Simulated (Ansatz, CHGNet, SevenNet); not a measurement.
Lattice parameter c of Ru₂Si (model structure, started from the Cu2Sb type, P4/nmm, No. 129, 6 atoms in the cell) at several levels of theory

No measured value is used here.

```csv
level (code),value (Å)
CHGNet-r²SCAN,6.246
SevenNet-0,6.216
SevenNet-l3i5,5.983
LDA (Ansatz),5.875
PBEsol (Ansatz),5.915
r²SCAN (Ansatz),5.905
```

LDA, PBEsol, r²SCAN: the run has no spin polarisation, so it can have missed a magnetic state. Cutoffs differ between the levels. Ansatz's density-functional and Hartree–Fock values are scalar-relativistic unless marked +SOC, with PAW data made under PBE.

Machine-learned potentials (CHGNet-r²SCAN, SevenNet-0, SevenNet-l3i5) are trained on DFT data: a solid inside that data is no test of them.

A model structure was made by putting elements into a prototype or built by hand; it is no filed structure, need not be a known phase, and can be a saddle point held by its symmetry.

Ansatz is a first-principles code.
